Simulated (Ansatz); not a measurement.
Start from Mo in the bcc (W type) structure (space group Im-3m, No. 229; a = 3.161 Å).

Perturbation: hydrostatic tension (pressure −2 GPa).

Levels (all Ansatz, a quantum-chemistry and plane-wave program, PAW, earlier PAW set): PBE (420 eV, no SOC); r2SCAN (500 eV, no spin-orbit coupling).

The geometry is relaxed with PBE.

- PBE pressure = -2.0 GPa

Predict the pressure from r2SCAN.

The pressure shrinks by 2.5 GPa, from -2.0 GPa to -4.5 GPa.

Single points use the geometry relaxed with PBE. Their cutoffs differ, which shifts pressures a little. Load acts through the strain it causes; cell and atoms are relaxed under it. Whether these cells are dynamically stable was not tested. All final runs are without spin polarisation.
